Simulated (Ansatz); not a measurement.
## Converging the plane-wave cutoff: HfCo (Cm, 4 atoms in the cell)

```xyz
4
Lattice="1.5909 -4.7223 0.0000 1.5909 4.7223 0.0000 0.0000 0.0000 4.2009" Properties=species:S:1:pos:R:3 pbc="T T T"
Hf     1.5909    -3.3951     3.2007
Hf     1.5909     3.3951     1.0502
Co     1.5909    -0.8012     3.1507
Co     1.5909     0.8012     1.0502
```
Moments meant for the start (each program seeds them in its own way; μB, in the order of the atoms Hf Hf Co Co): 0.0 0.0 3.0 3.0.

Computed with LDA (PW92), default PAW files made with PBE (plane waves; Ansatz, a quantum-chemistry and plane-wave program).

Base settings: basis.ecutwfc = 30.9 Ry; kpoints.mp_grid.grid = 5 5 3; hamiltonian.xc = lda; hamiltonian.pseudopotentials = {kind: paw} (the program's default PAW files); magnetization.spin_polarized = true; scf.occupations.method = gaussian; scf.occupations.width = 0.0073 Ry.

The second cell is the first with its lattice scaled by 0.98.

The mesh stays at the base's, so the ladder's end is converged at best in this setting alone.

The first pressure column holds Ansatz's estimate of the finite-basis (Pulay) stress, which hides part of the cutoff error; the other is without it.

Only quantities that move along the ladder and can be compared are tabulated.

The count of work is k-points × plane waves × bands × iterations; it is no time. Core times come from one kind of shared machine, to one figure; runs under 30 s give none.

The starting cell comes from a database of computed structures (which also holds hypothetical and non-ambient phases and stackings), without a prior relaxation at this level. Its lattice was rescaled by up to half a per cent. One atom was moved a little off its site on purpose. The starting moments vanished: the run ended non-magnetic, which need not be the lowest state. The program warned that a starting moment was not kept. In the base run, with a pressure of about -11 GPa the cell is away from its equilibrium volume at this level. Without a gap this mesh is coarse (it stands for a supercell whose shortest vector is 13 Å).

| basis.ecutwfc | free energy less the last step's (meV/atom) | energy of the compressed cell less the first (meV/atom) | pressure (GPa) | pressure without the Pulay estimate (GPa) | largest difference of a force vector from the last step's (eV/Å) | count of work / last | core time / last (rough) |
|---|---|---|---|---|---|---|---|
| 10.7 Ry | 82028.98 | -80.22 | -48.99 | -2778.06 | 2.370 | 0.039 | – |
| 12.5 Ry | 36274.47 | 414.96 | -27.59 | -1391.68 | 0.753 | 0.059 | – |
| 14 Ry | 18987.62 | -196.82 | -19.37 | -810.97 | 0.888 | 0.068 | – |
| 15.4 Ry | 10184.05 | -167.51 | -9.35 | -486.84 | 0.457 | 0.076 | – |
| 16.9 Ry | 5102.62 | -13.68 | -10.26 | -280.18 | 0.646 | 0.091 | – |
| 18.4 Ry | 2547.00 | -71.88 | -9.85 | -163.62 | 0.404 | 0.10 | – |
| 21.7 Ry | 457.18 | -29.47 | -9.10 | -47.79 | 0.080 | 0.14 | – |
| 24.6 Ry | 73.88 | -32.46 | -10.39 | -18.70 | 0.022 | 0.18 | – |
| 27.9 Ry | 8.51 | -35.17 | -10.79 | -11.73 | 0.002 | 0.22 | – |
| 30.9 Ry | 2.58 | -35.13 | -10.79 | -10.91 | 0.000 | 0.23 | – |
| 33.8 Ry | 1.72 | -35.14 | -10.79 | -10.83 | 0.000 | 0.29 | – |
| 37.1 Ry | 1.39 | -35.15 | -10.79 | -10.81 | 0.000 | 0.33 | 0.4 |
| 41.5 Ry | 1.16 | -35.16 | -10.80 | -10.81 | 0.000 | 0.34 | 0.3 |
| 46.3 Ry | 0.77 | -35.19 | -10.80 | -10.83 | 0.000 | 0.44 | 0.4 |
| 54 Ry | 0.31 | -35.21 | -10.80 | -10.81 | 0.000 | 0.55 | 0.4 |
| 61.7 Ry | 0.19 | -35.22 | -10.80 | -10.81 | 0.000 | 0.63 | 0.5 |
| 74.2 Ry | 0.00 | -35.23 | -10.81 | -10.82 | 0.000 | 1.0 | 1 |

Coarsest basis.ecutwfc that holds the energy of the compressed cell less the first within 2 meV/atom of the last step, with all finer ones: 27.9 Ry, at 0.22 of the last step's count of work; the step before is off by 2.8 meV/atom.

Coarsest basis.ecutwfc that holds the forces within 0.02 eV/Å of the last step, with all finer ones: 27.9 Ry, at 0.22 of the last step's count of work; the step before is off by 0.022 eV/Å.

Coarsest basis.ecutwfc that holds the free energy within 5 meV/atom of the last step, with all finer ones: 30.9 Ry, at 0.23 of the last step's count of work; the step before is off by 8.5 meV/atom.

The energy difference between the two cells stays within 1 meV/atom of the last step's from 27.9 Ry on, the total only from 46.3 Ry on: much of the error is common to both cells and cancels.

At the lowest cutoff the pressure without the Pulay estimate lies 2770 GPa under the last step's, the usual sign of Pulay stress in an incomplete plane-wave basis.

Keys are those of Ansatz 0.2.
